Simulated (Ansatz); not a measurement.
The reference is Ta in the bcc (W type) structure (space group Im-3m, No. 229; a = 3.3206 Å; relaxed with 0.1 eV smearing). Axes: x, y, z lie along the cube axes.

Level of theory: DFT with PBE, PAW potentials and a 420 eV plane-wave cutoff in Ansatz (an electronic-structure program), spin-orbit coupling left out, earlier PAW set.

The change: every lattice vector is stretched by 2.04 %; the atoms relax in the strained cell.

Predict the stress tensor and what it implies for the stiffness.

Stress of the strained cell less that of the base (GPa, compression positive):
```
  -10.5     0.0     0.0
    0.0   -10.5     0.0
    0.0     0.0   -10.5
```

Then B = −ΔP/(ΔV/V₀) with ΔV/V₀ = 0.0625 gives secant stiffness values (nonlinear terms included at this strain): B ≈ 168 GPa.

As a check, the harmonic strain energy −½ V₀ Δσ:ε is 37 meV/atom; the computed energy rise is 39 meV/atom.

Stability against distortions was not tested. All final runs are without spin polarisation.
